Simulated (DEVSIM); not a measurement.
Device: Ti/SiO2/p-Si capacitor, at 300 K.

```
layer (left to right)  material  thickness (nm)  Na (cm⁻³)
---------------------  --------  --------------  ---------
1                          SiO2            11.0          -
2                            Si            6600     7.5e15
```

Metal gate on the left, work function 4.33 eV. Fixed charge at the semiconductor interface 0 cm⁻² (in units of +e); no interface traps.

This is a model device: material constants are rounded textbook-type values typed into the input, and sizes, dopings and lifetimes were drawn at random. Values at 300 K.

| parameter | SiO2 | Si |
|---|---|---|
| gap (eV) | 9 | 1.124 |
| affinity (eV) | 0.9 | 4.05 |
| permittivity | 3.9 | 11.7 |
| Nc (cm⁻³) | - | 2.86e19 |
| Nv (cm⁻³) | - | 3.1e19 |

Simulated with DEVSIM: 1D Poisson equation in equilibrium, Boltzmann statistics, complete ionisation; no quantum confinement or tunnelling. Metal contacts follow the ideal Schottky-Mott rule: no Fermi-level pinning, no interface dipoles.

The SiO2 thickness was swept, all else fixed.

```csv
SiO2 thickness (μm),capacitance of the dielectric stack (μF/cm²),threshold voltage (band bending 2φF) (V),minimum of the low-frequency capacitance (μF/cm²)
0.0044,0.785,0.12,0.0325
0.006,0.576,…,0.0323
0.0077,0.448,0.16,0.0321
0.0093,0.371,0.18,0.0314
0.011,0.314,0.20,0.0305
0.013,0.266,0.22,0.0300
```

**Question.** Complete the blanks.

**Answer.** 
- 0.006, threshold voltage (band bending 2φF) (V): 0.14
